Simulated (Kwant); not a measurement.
Computed with Kwant: Hückel tight-binding model, one pz orbital an atom, one spin, coherent transport at 0 K. Conductance is in e²/h.

Model system: π system C1=Cc2cccc3cccc1c23 between two chain leads. The π system is taken as planar. Atoms are numbered from 0 in the order of the SMILES. Site energies (eV, carbon 0): [0.0, 0.0, 0.0, 0.0, 0.0, 0.0, 0.0, 0.0, 0.0, 0.0, 0.0, 0.0]. Bonds (i, j, β in eV): (0,1,-2.7) (1,2,-2.7) (2,3,-2.7) (3,4,-2.7) (4,5,-2.7) (5,6,-2.7) (6,7,-2.7) (7,8,-2.7) (8,9,-2.7) (9,10,-2.7) (10,11,-2.7) (10,0,-2.7) (11,2,-2.7) (11,6,-2.7). Leads: chains of hopping −4.1 eV, joined by −0.54 eV to atoms 0 and 9.

Site energies and bond integrals are typed Hückel values.

Sweep values stay those of the base run.

One input was changed, with this effect: transmission at E = 0 0.00031 → 0.0012.

**Question.** Which change was it?
A. contacts moved from atoms [0, 9] to [4, 7]
B. contacts moved from atoms [0, 9] to [5, 7]
C. contacts moved from atoms [0, 9] to [3, 8]
D. contacts moved from atoms [0, 9] to [3, 9]
E. contacts moved from atoms [0, 9] to [4, 5]
F. contacts moved from atoms [0, 9] to [3, 4]

**Answer.** E, contacts moved from atoms [0, 9] to [4, 5]
